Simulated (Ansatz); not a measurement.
Ansatz (an electronic-structure program) is run on K2InGaI6 (Fm-3m, 10 atoms in the cell), and the run fails. The aim is a self-consistent single point with DFT, LDA (PW92), plane waves, default PAW files made with PBE.

Cell that was meant: a = 8.0821 Å, b = 8.0821 Å, c = 8.0821 Å, α = 60.00°, β = 60.00°, γ = 60.00°.

Part of the input:

Ansatz 0.2 input:
```yaml
    - { symbol: I, position: [0.25090000, 0.25090000, 0.74910000] }
    - { symbol: I, position: [0.74910000, 0.74910000, 0.25090000] }
kpoints:
  mp_grid: { grid: [5, 5, 5], shift: [1, 1, 1] }
hamiltonian:
  xc: lda
  pseudopotentials: { kind: paw }
```

Output, abridged:

```
Error: invalid value for `kpoints.mp_grid.shift`: each number counts steps of the mesh from Γ, half a step is 0.5 and a whole step moves no point: type 0.5 for a flag of 1, and leave whole steps out of any other number: each must be finite and in (-1, 1); got [1, 1, 1]
```

Question: Read the log: what does the program object to, and what is the fix?

Answer: The fault is a mesh shift typed as a flag of 1. The shift is counted in steps of the mesh here, so half a step is 0.5; the flag 1 belongs to another code's convention. To fix it, type 0.5 for half a step, or no shift. The program stopped before any SCF iteration.

The sound input it was made from differs as follows (other fixes are possible):
```diff
-  mp_grid: { grid: [5, 5, 5], shift: [1, 1, 1] }
+  mp_grid: { grid: [5, 5, 5] }
```

With that input, the run converged in 8 iterations: free energy E − TS (on the zero of these files) -56299.5357 eV; Fermi level (on the code's own zero) 5.89 eV; pressure 0.89 GPa; largest force (vector length) 0.204 eV/Å (DFT, LDA (PW92), plane waves, default PAW files made with PBE).

On the sound input: the starting cell was generated: these elements placed on a structure prototype, without a prior relaxation; it need not be a known phase or ordering of this composition. Ansatz's pressure includes its estimate of the finite-basis (Pulay) stress. The run gives no clean gap (levels at the Fermi energy touch, overlap or are partly filled at this smearing), which alone does not show that the compound is a metal.
